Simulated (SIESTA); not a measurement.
Band structure of Ni3Si (Pm-3m, 4 atoms in the cell).

```
CELL_PARAMETERS angstrom
      3.59670     0.00000     0.00000
      0.00000     3.59670     0.00000
      0.00000     0.00000     3.59670
ATOMIC_POSITIONS crystal
  Si 0.00000 0.00000 0.00000
  Ni 0.00000 0.50000 0.50000
  Ni 0.50000 0.00000 0.50000
  Ni 0.50000 0.50000 0.00000
```

Level of theory: GGA PBE, numerical atomic orbitals DZP, PseudoDojo PBE standard norm-conserving potentials (rewritten from UPF to PSML) run with SIESTA.

Settings: XC.functional = GGA; XC.authors = PBE; potentials = PseudoDojo PBE standard; PAO.BasisSize = DZP; PAO.EnergyShift = 0.01 Ry; MeshCutoff = 400 Ry; kgrid.MonkhorstPack = 7 7 7; OccupationFunction = MP; OccupationMPOrder = 0; ElectronicTemperature = 272 meV; MaxSCFIterations = 150; SCF.Mixer.Method = Pulay; SCF.Mixer.Weight = 0.1; SCF.Mixer.History = 8.

The starting cell has typed, rounded lattice constants, without a prior relaxation at this level. Its lattice was rescaled by a random factor within 2.5 % of one. Spin polarisation is off. Values carry the incompleteness of an atom-centred basis.

Levels in eV from the Fermi level, bands 26 to 31:
| point | 26 | 27 | 28 | 29 | 30 | 31 |
|---|---|---|---|---|---|---|
| Γ | -0.60 | -0.60 | -0.33 | -0.05 | -0.05 | -0.05 |
| X | -1.15 | -0.99 | -0.54 | -0.05 | 3.23 | 3.23 |
| M | -1.28 | -1.06 | -0.99 | -0.92 | 0.51 | 0.51 |
| R | -1.19 | -1.19 | -0.45 | -0.26 | -0.26 | -0.26 |

Bands cross the Fermi level along this path, so the cell is metallic at this level.

Higher empty bands are left out: an atom-centred basis made for the valence describes them poorly.
